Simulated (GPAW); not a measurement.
# Equation of state of cubic perovskite BaHfO3 (space group 221): energy against volume (GPAW, LDA)

```
BaHfO3
1.0
    4.00782     0.00000     0.00000
    0.00000     4.00782     0.00000
    0.00000     0.00000     4.00782
Ba Hf O
1 1 3
Direct
  0.00000   0.00000   0.00000
  0.50000   0.50000   0.50000
  0.50000   0.00000   0.50000
  0.00000   0.50000   0.50000
  0.50000   0.50000   0.00000
```

Method: LDA (Perdew-Wang 92), GPAW PAW datasets LDA (gpaw-data 1.0.1) (plane waves; GPAW 25.7.0). Settings: mode = pw; ecut = 1040 eV; xc = LDA; kpts = 8 8 8; mesh shift (steps) = 0 0 0; occupations.name = fermi-dirac; occupations.width = 0.01 eV; nbands = -6; convergence.density = 1e-05 e/electron; convergence.energy = 1e-05 eV/electron; convergence.bands = -4; symmetry.symmorphic = false; symmetry.tolerance = 0.0005; maxiter = 120. The cell above is the first row's. The rows scale it uniformly. In all rows fractional positions and the k mesh are held. E is the free energy at the stated smearing, counted from the lowest row.

```csv
V (Å^3/atom),E (meV/atom)
12.875,?
13.155,38.08
13.435,17.43
13.715,5.03
13.995,0.00
14.275,1.59
14.555,9.12
14.834,21.97
15.114,39.59
```

Task: Using the third-order Birch-Murnaghan form, a cubic in V^(-2/3), estimate the missing E at V = 12.875 from the other rows, showing the fit.

Result: With u = V^(-2/3) - 0.171, the rows have u = 0.008448, 0.005946, 0.003530, 0.001194, -0.001065, -0.003252, -0.005362, -0.007414. Least squares gives E = 0.053 - 787.17·u + 619193·u² + 805502·u³. Residuals (row less fit): 0.000, -0.003, 0.005, 0.003, -0.003, -0.013, 0.018, -0.006; standard error 0.012 (degrees of freedom: 4). Its minimum lies at u = 0.000635, so V0 = (0.171635)^(-3/2) = 14.06. There d²E/du² = 1241000 and d³E/du³ = 4833000, so B0 = (4/9) × 14.06^(-7/3) × 1241000 × 0.160218 = 185 GPa (the last factor turns the table's units into GPa), and B0' = 4 + (2/3) × 0.171635 × (4833000)/1241000 = 4.4. The program's pressures in the fitted runs (not shown) pass through zero at V = 14.06, 0.01 % from this V0. At the withheld row, u = 0.011041, so E = 0.053 - 787.17 × 0.011041 + 619193 × 0.011041² + 805502 × 0.011041³ = 67.928 meV/atom. The calculation gives 67.92 meV/atom, 0.008 meV/atom below the prediction (under 0.05 % of the range of E in the table). The row lies outside the fitted rows, so this is an extrapolation. From the scatter of the fitted rows alone, a prediction at this place has a standard error of 0.036 meV/atom, so the miss is 0.2 times that.

Carrying the step between the two nearest rows on in a straight line would have given 58.73, off by 9.19; series whose last step already gives the withheld value aren't shown. The scan was laid around a cell of about the measured size, scaled by a guess for this functional. The runs keep the symmetry of the cell, so they don't test it for distortions. Spin-orbit coupling is off. Cutoffs and mesh are single choices, not tested for convergence of this quantity. Series with a scatter that would blur these digits, or in which a gap closes, are not shown. Nor are scans whose minimum lies at an end fitted in this form.
